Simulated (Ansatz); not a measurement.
Start from YN in the rock salt structure (space group Fm-3m, No. 225; a = 4.8561 Å).

Calculations: Kohn–Sham DFT with the PBEsol functional, run in Ansatz (a program for electronic structure) with PAW and 420 eV plane waves, no spin-orbit coupling.

Before the change:

```
Item                                      Value
-------------------  --------------------------
Hole mass            0.16, 0.99, 0.99 mₑ (at Γ)
Pressure                               0.00 GPa
Band gap                                0.08 eV
Smallest direct gap                     0.45 eV
```

It is then changed as follows: an isotropic linear strain of +3.85 %; the atoms relax in the strained cell.

**Question.** What does the calculation give for the hole mass after the change?

**Answer.** The hole mass (degenerate bands, along [100]) becomes 0.16, 1.0, 1.0 mₑ (at Γ) (base: 0.16, 0.99, 0.99 mₑ (at Γ)).

**Question.** Predict the new pressure.

**Answer.** The pressure goes from zero to -15.27 GPa.

**Question.** How does this affect the band gap?

**Answer.** The band gap goes up by 0.186 eV (0.08 eV → 0.26 eV).

**Question.** How does this affect the smallest direct gap?

**Answer.** The smallest direct gap goes up by 0.27 eV, from 0.45 eV to 0.72 eV.

Effective masses come from finite differences of ±0.01 Å⁻¹. No phonon test of stability was made. The base started in Pnma and relaxed to Fm-3m at this level. A zero or small gap of YN can be the functional's error rather than a property of the material.
